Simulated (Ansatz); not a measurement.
The reference is LiCl in the rock salt structure (space group Fm-3m, No. 225; a = 5.150 Å).

All numbers come from DFT with PBE, PAW potentials and a 420 eV plane-wave cutoff in Ansatz (a program for electronic structure), no spin-orbit coupling.

For the base:

The valley order comes out as Γ 6.26 eV; L along ⟨111⟩ 6.73 eV; X along ⟨100⟩ 7.80 eV. The smallest direct gap is 6.26 eV.

Perturbation: cell and atoms relaxed at a pressure of 45 GPa.

### Question
What happens to the valley order and smallest direct gap?

### Answer
The valley order (the lowest conduction-band minima on the path, energy above the VBM, named in the base's zone) goes from Γ 6.26 eV; L along ⟨111⟩ 6.73 eV; X along ⟨100⟩ 7.80 eV to X along ⟨100⟩ 6.78 eV; L along ⟨111⟩ 7.03 eV; Γ 10.32 eV; the smallest direct gap grows by 1.34 eV (6.26 eV → 7.60 eV).

Load acts through the strain it causes; cell and atoms are relaxed under it. Whether these cells are dynamically stable was not tested. Competing high-pressure phases were not computed.
